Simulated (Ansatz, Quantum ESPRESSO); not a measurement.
# Code comparison for SrLaCoO₄ (I4mm, 7 atoms in the cell)

Self-consistent single point, at a second geometry (lattice scaled by 0.98). First geometry:

```
SrLaCoO4
1.0
   -1.92881     1.92881     6.30079
    1.92881    -1.92881     6.30079
    1.92881     1.92881    -6.30079
Sr La Co O
1 1 1 4
Direct
  0.64142   0.64142   0.00000
  0.35855   0.35855   0.00000
  0.00288   0.00288   0.00000
  0.99429   0.49429   0.50000
  0.49429   0.99429   0.50000
  0.83647   0.83647   0.00000
  0.17215   0.17215   0.00000
```
Moments meant for the start (each program seeds them in its own way; μB, in the order of the atoms Sr La Co O O O O): 0.0 0.0 3.0 0.0 0.0 0.0 0.0.

Shared settings, as Ansatz (an electronic-structure program) writes them: kpoints.mp_grid.grid = 5 5 5; scf.occupations.method = fermi_dirac; scf.occupations.width = 0.02 eV. Potentials and cutoffs stand in the table.

```tsv
code	model	ΔF from the first geometry (meV/atom)	pressure (GPa)	largest force (eV/Å)	size of the net moment (μB/atom)	cutoff
Ansatz	PBEsol, PAW files made with PBE	-32.6	-2.63	0.939	0.11	420 eV
Quantum ESPRESSO	PBEsol, PseudoDojo standard norm-conserving (PBESOL) pseudopotentials	-20.4	0.41	0.264	0.34	110 Ry
```

Size of the force on each atom (eV/Å): Sizes of forces hide their directions.

```tsv
code	Sr1	La2	Co3	O4	O5	O6	O7
Ansatz	0.318	0.546	0.314	0.089	0.089	0.574	0.939
Quantum ESPRESSO	0.070	0.088	0.222	0.264	0.264	0.154	0.170
```

The net moments differ, which can mean other magnetic states; other values may part for that reason too.

On Ansatz's run: the moments shrank to a small part of their start, a low-spin state that need not be the lowest.

The spread over the programs that give each value: ΔF from the first geometry within 12.2 meV/atom; pressure within 3.04 GPa; largest force within 0.675 eV/Å; size of the net moment within 0.23 μB/atom.

Ansatz's pressure is given at a fixed set of plane waves, as the other plane-wave codes print theirs; with its correction for the finite basis it is -2.25 GPa (the shift of 0.38 GPa shows how far the cutoff is from converged).

The shared mesh is coarse (it stands for a supercell whose shortest vector is 19 Å), so the values are not converged in it.

The starting cell comes from a database of computed structures (which also holds hypothetical and non-ambient phases and stackings), without a prior relaxation at this level. For this run, on top of that: lattice scaled by 0.98.

Left out of this page: SIESTA (unsound by tests on forces, stress, charge or solver warnings).

Keys are those of Ansatz 0.2.
